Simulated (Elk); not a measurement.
```yaml
crystal:
  lattice:
    - [0.00000, 2.89142, 2.89142]
    - [2.89142, 0.00000, 2.89142]
    - [2.89142, 2.89142, 0.00000]
  atoms:
    - { symbol: La, position: [0.00000, 0.00000, 0.00000] }
    - { symbol: S, position: [0.50000, 0.50000, 0.50000] }
```

Method: PBEsol, all-electron FP-LAPW, Elk's shipped species files, APW+lo basis with extra local orbitals run with Elk.

The set-up and first iterations of an Elk log for LaS (Fm-3m, 2 atoms in the cell):

```
│ Elk code version 10.2.4 │

All units are atomic (Hartree, Bohr, etc.)

│ Ground-state run starting from atomic densities │

Lattice vectors :
   0.000000000       5.463984353       5.463984353
   5.463984353       0.000000000       5.463984353
   5.463984353       5.463984353       0.000000000

Unit cell volume      :    326.2558719
Brillouin zone volume :   0.7602934838

Muffin-tin inner radius fraction :   0.1000000000E-01

Nuclei treated as point charges

Species :    1 (La)
 parameters loaded from : La.in
 name : lanthanum
 nuclear charge    :   -57.00000000
 electronic charge :    57.00000000
 atomic mass :    253209.2364
 muffin-tin radius :    2.800000000
 number of radial points in muffin-tin :    697
 atomic positions (lattice), magnetic fields (Cartesian) :
   1 :   0.00000000  0.00000000  0.00000000    0.00000000  0.00000000  0.00000000

Species :    2 (S)
 parameters loaded from : S.in
 name : sulphur
   [... lines left out ...]
 using average radius
Maximum |G+k| for APW functions       :    3.200000000
Maximum (1/2)|G+k|²                   :    5.120000000
Maximum |G| for potential and density :    6.400001000
 potential will be trimmed for |G| > 2 gkmax
Constant for pseudocharge density :    4
Radial integration step length :    4

G-vector grid sizes :     16    16    16
Number of G-vectors :     1459

Maximum angular momentum used for
 APW functions                      :    8
 outer part of muffin-tin           :    6
 inner part of muffin-tin           :    2

Total nuclear charge    :   -73.00000000
Total core charge       :    56.00000000
Total valence charge    :    17.00000000
Total excess charge     :    0.000000000
Total electronic charge :    73.00000000

Effective Wigner radius, rₛ :    1.021838565

Number of empty states         :    8
Total number of valence states :   17
Total number of core states    :   56

Conduction state local-orbitals added automatically
Total number of local-orbitals :  144

Exchange-correlation functional :     22     0     0
 PBEsol, Phys. Rev. Lett. 100, 136406 (2008)
 gradient requirement :    1
 generalised gradient approximation (GGA)

Smearing type :    3
 Fermi-Dirac
Smearing width :   0.3674930000E-02
Effective electronic temperature (K) :    1160.451112

Mixing type :    3
 Broyden mixing, J. Phys. A: Math. Gen. 17, L317 (1984)

Kohn-Sham potential initialised from atomic data
│ Self-consistent loop started │
│ Loop number : 1 │
 total energy                :     -8901.79021012
│ Loop number : 2 │
 total energy                :     -8901.75938151
RMS change in Kohn-Sham potential (target) :   0.2857036347     (  0.1000000000E-05)
Absolute change in total energy (target)   :   0.3082861389E-01 (  0.1000000000E-03)
│ Loop number : 3 │
 total energy                :     -8900.89591116
RMS change in Kohn-Sham potential (target) :   0.2600099268     (  0.1000000000E-05)
Absolute change in total energy (target)   :   0.8711774951     (  0.1000000000E-03)
│ Loop number : 4 │
 total energy                :     -8896.60567903
RMS change in Kohn-Sham potential (target) :   0.1093761276     (  0.1000000000E-05)
Absolute change in total energy (target)   :    4.508026504     (  0.1000000000E-03)
│ Loop number : 5 │
 total energy                :     -8894.52819654
RMS change in Kohn-Sham potential (target) :   0.3310299394E-01 (  0.1000000000E-05)
Absolute change in total energy (target)   :    3.204489117     (  0.1000000000E-03)
│ Loop number : 6 │
 total energy                :     -8893.82141388
RMS change in Kohn-Sham potential (target) :   0.9829886207E-02 (  0.1000000000E-05)
Absolute change in total energy (target)   :    1.507904941     (  0.1000000000E-03)
│ Loop number : 7 │
 total energy                :     -8893.51321583
RMS change in Kohn-Sham potential (target) :   0.3243919632E-02 (  0.1000000000E-05)
   [... lines left out ...]
```

### Question
Will this run converge, and how will it end?

### Answer
The run ended unconverged after 200 iterations. It gives no final result for the task that was set. The log goes on:

```
Absolute change in total energy (target)   :    141.2847528     (  0.1000000000E-03)
│ Loop number : 134 │
 total energy                :     -8901.19660321
   [... lines left out ...]
RMS change in Kohn-Sham potential (target) :    1.543317785     (  0.1000000000E-05)
Absolute change in total energy (target)   :    146.5168634     (  0.1000000000E-03)
│ Loop number : 198 │
 total energy                :     -8896.34647660
RMS change in Kohn-Sham potential (target) :    1.398114855     (  0.1000000000E-05)
Absolute change in total energy (target)   :    29.21914203     (  0.1000000000E-03)
│ Loop number : 199 │
 total energy                :     -9158.44062881
RMS change in Kohn-Sham potential (target) :    4.701353518     (  0.1000000000E-05)
Absolute change in total energy (target)   :    254.7893667     (  0.1000000000E-03)
│ Loop number : 200 │
Reached self-consistent loops maximum

Energies :
 Fermi                       :      4.32793824010
 total energy                :     -8867.48962052

Density of states at Fermi energy :    16.17671677
 (states/Hartree/unit cell)

Estimated indirect band gap :   0.6376857102
 from k-point      1 to k-point      5
Estimated direct band gap   :   0.6378485199
 at k-point      5

Charges :
 core                        :    56.00000000
 valence                     :    17.00000000
 interstitial                :   0.9151182626
 muffin-tins (core leakage)
  species :    1 (La)
   atom    1                 :    54.09516913     (  0.1069299751    )
  species :    2 (S)
   atom    1                 :    17.98971261     (  0.2082093228E-01)
 total in muffin-tins        :    72.08488174
 total calculated charge     :    72.84026735
 total charge                :    73.00000000
 error                       :   0.1597326520

│ Self-consistent loop stopped │
```

The starting cell comes from a database of computed structures (which also holds hypothetical and non-ambient phases and stackings), without a prior relaxation at this level. Its lattice was rescaled by up to half a per cent. For this run, on top of that: lattice scaled by 0.98. Values depend on the basis (sphere radii, cutoffs, local orbitals), which need not be converged. The integrated charge misses the electron count noticeably, a sign of a weak basis or grid.

The run was DFT, PBEsol, all-electron FP-LAPW, Elk's shipped species files, APW+lo basis with extra local orbitals. Main settings of its input:

| setting | value |
|---|---|
| xctype | 22 |
| rgkmax | 8 |
| stype | 3 |
| swidth | 0.00367493 Ha |
| ngridk | 4 4 4 |
| gmaxvr | 4.5 1/bohr |
| nxlo | 2 |
| lorbcnd | true |
| lmaxi | 2 |

These are the values that this program gave, and no reference: the integrated charge misses the electron count noticeably.
